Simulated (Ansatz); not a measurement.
## BeSe, pressure series

Take BeSe in the zinc blende structure (space group F-43m, No. 216; a = 5.1776 Å) as the base.

Cell and atoms are relaxed at each pressure.

Computed with Kohn–Sham DFT with the PBE functional, run in Ansatz (a quantum-chemistry and plane-wave program) with PAW and 420 eV plane waves, no spin-orbit coupling.

| pressure (GPa) | band gap (eV) |
|---|---|
| -2 | 2.73 |
| -1 | 2.70 |
| 0 | 2.67 |
| 0.9 | 2.65 |
| 2.1 | 2.62 |
| 4.5 | 2.56 |
| 9 | ? |
| 15 | 2.32 |

**Question.** Fit E_g = E₀ + αP + βP² to the rows shown and predict the withheld row.

**Answer.** Least squares on the printed values gives E₀ = 2.67 eV, α = -26.4 meV/GPa, β = 0.19 meV/GPa² (largest residual 0.00 eV); this predicts 2.45 eV, and the run gives 2.45 eV, in agreement.

Load acts through the strain it causes; cell and atoms are relaxed under it. No phonon test of stability was made. No other phases were tried under pressure.
